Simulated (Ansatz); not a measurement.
The starting structures come from a database of crystals and need not be the phases stable at ambient conditions.

By PBEsol, the system below comes out a metal.

```
CELL_PARAMETERS angstrom
      4.59376     0.00000     0.00000
      0.00000     4.59376     0.00000
      0.00000     0.00000     4.50369
ATOMIC_POSITIONS crystal
  Si 0.34683 0.84683 0.34683
  Si 0.15317 0.15317 0.84683
  Si 0.84683 0.65317 0.65317
  Si 0.65317 0.34683 0.15317
  Ni 0.64950 0.14950 0.64950
  Ni 0.85050 0.85050 0.14950
  Ni 0.14950 0.35050 0.35050
  Ni 0.35050 0.64950 0.85050
```

Space group of this cell: P2_12_12_1. The cell is strained (lengths across the current scaled by 1.02, ions clamped); by PBEsol its mean pressure is -11.0 GPa.

The current flows along the normal of the first two printed cell vectors. No spin-orbit coupling; the value is a mean over 0.1 eV about the Fermi level.

Q: Predict the ballistic conductance per area from Ansatz (a first-principles code) with PBEsol.

A: 0.32 × 10¹⁵ S/m² for both spins.
